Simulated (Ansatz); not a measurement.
Pressure series in Ta4N5

Base system: Ta₄N₅ (space group I4/m, No. 87; a = 6.8237 Å, c = 4.2566 Å; a cell from a computed database, its experimental status unchecked).

Cell and atoms are relaxed at each pressure.

All numbers come from DFT with PBEsol, PAW potentials and a 420 eV plane-wave cutoff in Ansatz (a program for electronic structure), scalar-relativistic without spin-orbit coupling.

```tsv
P (GPa)	V (Å³/atom)
-1.99	11.083
-0.99	11.046
0.30	11.001
0.70	10.987
1.49	10.959
3.00	10.907
5.00	10.841
7.50	10.761
10.00	10.683
```

A third-order Birch–Murnaghan fit to these points gives V₀ = 11.01 Å³/atom, B₀ = 311 GPa and B₀′ = 4.0. At pressure 10 GPa the volume is 97.0 % of V₀.

Load acts through the strain it causes; cell and atoms are relaxed under it. Stability against distortions was not tested. Competing high-pressure phases were not computed. All final runs are without spin polarisation. An odd electron count without spin: Ta4N5.
